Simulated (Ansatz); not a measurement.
Start from KI in the rock salt structure (space group Fm-3m, No. 225).

```
KI
1.0
    0.00000     3.50280     3.50280
    3.50280     0.00000     3.50280
    3.50280     3.50280     0.00000
K I
1 1
Direct
  0.00000   0.00000   0.00000
  0.50000   0.50000   0.50000
```

Cartesian axes are those of the cell as printed.

The values are results of plane-wave PAW DFT at the PBEsol level (Ansatz, an electronic-structure program, 420 eV), no SOC, not measurements.

Strains are applied to the cell and any free atomic positions relax; under biaxial strain the out-of-plane vector relaxes too.

One change was made to it. Results:

The energy increases by 3.1 meV/atom; the valley order (the lowest conduction-band minima on the path, energy above the VBM, named in the base's zone) goes from Γ 3.87 eV; X along ⟨100⟩ 4.79 eV to Γ 3.80 eV; X along [001] 4.84 eV; X along [100] 4.86 eV; the shortest interatomic distance shrinks by 0.016 Å to 3.487 Å.

**Question.** Which of these changes matches the shifts?
A. biaxial strain −1.00 %, plane normal [001], relaxed out of plane
B. biaxial strain −0.50 %, plane normal [001], relaxed out of plane
C. biaxial strain +2.00 %, plane normal [001], relaxed out of plane
D. biaxial strain +0.50 %, plane normal [001], relaxed out of plane

**Answer.** C, biaxial strain +2.00 %, plane normal [001], relaxed out of plane. For comparison, the valley order in the other runs: biaxial strain −0.50 %, plane normal [001], relaxed out of plane gives Γ 3.89 eV; X along [100] 4.77 eV; X along [001] 4.78 eV; biaxial strain +0.50 %, plane normal [001], relaxed out of plane gives Γ 3.85 eV; X along [001] 4.80 eV; X along [100] 4.81 eV; biaxial strain −1.00 %, plane normal [001], relaxed out of plane gives Γ 3.91 eV; X along [100] 4.75 eV; X along [001] 4.76 eV.

Spin-orbit coupling, missing from the scalar runs, can matter with I. The levels and masses belong to the bands next to the band gap. Stability against distortions was not tested.
